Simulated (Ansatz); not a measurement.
Relaxation of the outer planes of the (10-10) surface of hcp Ru in its 1x1 cell, outermost plane spacing 0.79 Å in the ideal cut.

Method: PBE (plane waves to 420 eV, PAW; Ansatz, a program for electronic structure).

Set-up: 10 atoms, 10.2 Å thick at the start (thin: gaps and levels are the slab's own); mesh 14x9x1; 0.1 eV smearing; dipole correction on; all atoms relaxed; held to the start's symmetry, so lower structures may exist; no spin, no spin-orbit, no U.

```tsv
plane	atoms	bulk spacing to the next (Å)	relaxed spacing (Å)	change (%)	rumpling (Å)
1	Ru	0.786	[?]	[?]	0.00
2	Ru	1.571	1.558	-0.9	0.00
```

Question: What belongs in the gaps?

Answer: 
- 1, relaxed spacing (Å): 0.684
- 1, change (%): -12.9
